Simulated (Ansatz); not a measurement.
# Y: pressure series

Start from Y in the hcp (Mg type) structure (space group P6_3/mmc, No. 194).

```cif
data_Y2
_chemical_formula_sum 'Y2'
_space_group_name_H-M_alt 'P 1'
_space_group_IT_number 1
_cell_length_a 3.65564
_cell_length_b 3.65564
_cell_length_c 5.67870
_cell_angle_alpha 90.000
_cell_angle_beta 90.000
_cell_angle_gamma 120.000
loop_
_space_group_symop_operation_xyz
  'x, y, z'
loop_
_atom_site_label
_atom_site_type_symbol
_atom_site_fract_x
_atom_site_fract_y
_atom_site_fract_z
_atom_site_occupancy
Y1 Y 0.33333 0.66667 0.75000 1
Y2 Y 0.66667 0.33333 0.25000 1
```

Cell and atoms are relaxed at each pressure.

The values are results of PBE, PAW, 420 eV (Ansatz, a quantum-chemistry and plane-wave program; no SOC), not measurements.

```csv
case,density,c/a ratio,shortest interatomic distance
base,4.49 g/cm³,1.553,3.538 Å
pressure −2 GPa,4.26 g/cm³,1.554,3.602 Å
pressure −1 GPa,(withheld),1.554,3.568 Å
pressure 3 GPa,(withheld),1.554,3.461 Å
pressure 7 GPa,5.17 g/cm³,1.560,3.380 Å
pressure 15 GPa,5.81 g/cm³,1.580,3.264 Å
pressure 30 GPa,6.78 g/cm³,1.615,3.122 Å
pressure 50 GPa,7.85 g/cm³,1.649,2.975 Å
pressure 75 GPa,8.99 g/cm³,1.688,2.822 Å
pressure 100 GPa,9.96 g/cm³,1.702,2.720 Å
```

Task: Fill in the withheld entries from the trend.

Result: 
- pressure −1 GPa, density: 4.38 g/cm³
- pressure 3 GPa, density: 4.80 g/cm³

Load acts through the strain it causes; cell and atoms are relaxed under it. Stability against distortions was not tested. No other phases were tried under pressure. The final runs are not spin-polarised.
